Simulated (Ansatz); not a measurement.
The starting structures come from a database of crystals and need not be the phases stable at ambient conditions.

 Where the default PAW files enter, the runs use the earlier of Ansatz's two default sets.

By LDA, the system below comes out a metal.

A figure of merit of an interconnect metal is its ballistic conductance per area.

Here is the system:

```xyz
9
Lattice="4.8062 0.0000 0.0000 -2.4031 4.1623 0.0000 0.0000 0.0000 6.5864" Properties=species:S:1:pos:R:3 pbc="T T T"
Nb     1.2016     2.0811     1.0977
Nb    -1.2016     2.0811     3.2932
Nb     2.4031     0.0000     5.4886
Si     1.1402     0.6583     3.2932
Si     0.0000     1.3166     5.4886
Si     3.6660     0.6583     1.0977
Si     1.2629     3.5040     3.2932
Si     2.4031     2.8457     5.4886
Si    -1.2629     3.5040     1.0977
```

Space group of this cell: P6_222. The cell is taken as given; by LDA its mean pressure is -5.9 GPa.

The current flows along the normal of the first two printed cell vectors, the (001) plane of the conventional cell. No spin-orbit coupling; the value is a mean over 0.1 eV about the Fermi level.

**Question.** Predict the ballistic conductance per area from LDA (Ansatz, an electronic-structure program).

**Answer.** 0.36 × 10¹⁵ S/m² for both spins.
